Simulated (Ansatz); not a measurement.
## Point defect Zn_O in wurtzite ZnO

Method: PBE, PAW (plane waves to 420 eV; Ansatz, a first-principles code). The supercell holds 96 host sites (3×2×2 repeats of a cell of 8 atoms), with a 2×2×2 shifted k-point sampling for the final energies. Site at the start: the O site. Charged cells carry a point-charge image correction with potential alignment at far atoms. Dielectric constants: PBE linear response of the host. Host gap at this level: 0.74 eV. These values are not converged in cell size to better than tenths of an eV. The semilocal functional narrows the gap, so deep levels can fall outside it. Spin–orbit coupling is left out. Each state is the lowest found from its start.

Formation energies E_f are given with the Fermi level at the valence-band maximum. Chemical conditions: O-rich (Δμ(O) = 0.00 eV, Δμ(Zn) = -2.85 eV; only phases computed here count, gases as isolated molecules at 0 K); Zn-rich (Δμ(O) = -2.85 eV, Δμ(Zn) = 0.00 eV; only phases computed here count, gases as isolated molecules at 0 K). Reference phases: O: O2 molecule in a box, Zn: hcp Zn.

In at least one state atoms left their starting sites on relaxation (a large move, or an atom on the emptied site), so the name describes the start.

Charges with a result: +4, +3, +2, +1, 0. Others weren't obtained, and one of them could lie lower, also by skipping a charge.

```tsv
charge	moment (μB)	largest move off a lattice site (Å)	image correction with alignment (eV)	E_f, O-rich (eV)	E_f, Zn-rich (eV)
+4†	not spin-polarised	2.56	2.64	–	–
+3†	quenched	0.92	1.41	–	–
+2	not spin-polarised	1.02	0.78	5.91	0.22
+1†	quenched	1.01	0.28	–	–
0†	not spin-polarised	1.01	0.00	8.80	3.11
```

† Not settled in this cell, so no level is given: charge +4: an image correction of 2.6 eV; charge +3: a level filled in part, carriers not clearly localised; charge +1: a level filled in part, carriers not clearly localised, level within 0.1 eV of a band edge or past it; charge 0: carriers not clearly localised, level within 0.1 eV of a band edge or past it.

Starting moments that weren't kept: charge +3 began with 1 μB and ended with 0.0; charge +1 began with 1 μB and ended with 0.0.

Flagged in the runs: a doubtful potential alignment, a host whose relaxation on this sampling wasn't shown to rest, a strain field that reaches the edge of the cell.
